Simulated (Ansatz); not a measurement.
Base system: GaAs in the zinc blende structure (space group F-43m, No. 216; a = 5.6028 Å).

The values are results of Kohn–Sham DFT with the LDA functional, run in Ansatz (a first-principles code) with PAW and 420 eV plane waves, scalar-relativistic without spin-orbit coupling, not measurements.

Before the change:

| Property | Value |
|---|---|
| Band gap | 0.49 eV |

Perturbation: every lattice vector is shortened by 0.50 %; the atoms relax in the strained cell.

Question: What does the calculation give for the band gap after the change?

Answer: The band gap grows by 0.11 eV, from 0.49 eV to 0.60 eV.

Stability against distortions was not tested.
